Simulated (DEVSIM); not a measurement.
System: illuminated Si p-on-n cell, one wavelength, at 300 K.

```csv
layer (left to right),material,thickness (μm),Nd (cm⁻³),Na (cm⁻³),τn (s),τp (s),absorption coefficient (cm⁻¹)
1,Si,0.290,-,9.9e17,9.3e-5,1.3e-5,5100
2,Si,26.0,1.9e15,-,0.00016,0.00016,5100
```

Left contact: ohmic, minority electron recombination velocity 800 cm/s. Right contact: ohmic, minority hole recombination velocity 8e5 cm/s. Voltage is applied to the left contact. Recombination: SRH at mid-gap, radiative, Auger. Gap narrowing is on: ΔEg = 6.92 meV × (l + √(l² + 0.5)), l = ln(N/1.3e17 cm⁻³), shared equally by both band edges. Light enters at the left, 2.8e18 photons cm⁻² s⁻¹, one pass, no reflection. Mobility is μmin + (μ − μmin)/(1 + (N/Nref)^α).

Constants are typed, rounded textbook-type inputs, not results; the design itself was drawn at random and stands for no fabricated device. Values at 300 K.

| parameter | Si |
|---|---|
| gap (eV) | 1.124 |
| affinity (eV) | 4.05 |
| permittivity | 11.7 |
| Nc (cm⁻³) | 2.86e19 |
| Nv (cm⁻³) | 3.1e19 |
| μn (cm²/Vs) | 1417 |
| μp (cm²/Vs) | 470 |
| μn,min | 52 |
| μp,min | 45 |
| Nref,n | 9.7e16 |
| Nref,p | 2.2e17 |
| αn | 0.68 |
| αp | 0.72 |
| B (cm³/s) | 4.7e-15 |
| Cn (cm⁶/s) | 2.8e-31 |
| Cp (cm⁶/s) | 9.9e-32 |

Simulated with DEVSIM: 1D drift-diffusion, Boltzmann statistics, complete ionisation; no tunnelling, impact ionisation, image-force lowering or self-heating.

Base results: short-circuit current (mA/cm²) 428; fill factor 0.81; open-circuit voltage (V) 0.596; share of generated pairs collected at short circuit 0.955.

Task: What follows from this one change: photon flux 2.8e+18 → 2.8e+19 cm^-2 s^-1?

Result: short-circuit current 428 → 4350 mA/cm²; fill factor 0.81 → 0.80; open-circuit voltage 0.596 → 0.665 V; share of generated pairs collected at short circuit 0.955 → 0.969.

Task: What follows from this one change: thickness of layer 1 0.29 → 0.058 μm?

Result: short-circuit current 428 → 426 mA/cm²; fill factor little changed (0.81); open-circuit voltage little changed (0.595 V); share of generated pairs collected at short circuit 0.955 → 0.949.
